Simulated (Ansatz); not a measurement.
Consider MgS in the rock salt structure (space group Fm-3m, No. 225; a = 5.2030 Å). Axes: x, y, z lie along the cube axes.

Level of theory: DFT with r2SCAN, PAW potentials and a 500 eV plane-wave cutoff in Ansatz (an electronic-structure program), scalar-relativistic without spin-orbit coupling.

Strains are applied to the cell and any free atomic positions relax.

One change was made to it. Results:

```json
[
 {"quantity": "valence-band top at Γ (three highest levels, from the VBM)", "base": "0.00, 0.00, 0.00 eV", "after": "0.00, -0.12, -0.12 eV"},
 {"quantity": "energy relative to the base (free energy F)", "base": "0 meV/atom", "after": "+6.6 meV/atom"},
 {"quantity": "pressure (mean of the normal stresses, compression positive)", "base": "0.00 GPa", "after": "-2.09 GPa"},
 {"quantity": "smallest direct gap", "base": "4.64 eV", "after": "4.32 eV"}
]
```

Problem. Which of these changes matches the shifts?
(A) uniaxial strain ε_zz = +2.50 %
(B) uniaxial strain ε_zz = +2.00 %
(C) uniaxial strain ε_zz = +3.00 %
(D) uniaxial strain ε_zz = +1.00 %

Solution. C, uniaxial strain ε_zz = +3.00 %. For comparison, the valence-band top at Γ in the other runs: uniaxial strain ε_zz = +2.50 % gives 0.00, -0.10, -0.10 eV; uniaxial strain ε_zz = +1.00 % gives 0.00, -0.04, -0.04 eV; uniaxial strain ε_zz = +2.00 % gives 0.00, -0.08, -0.08 eV.

No phonon test of stability was made.
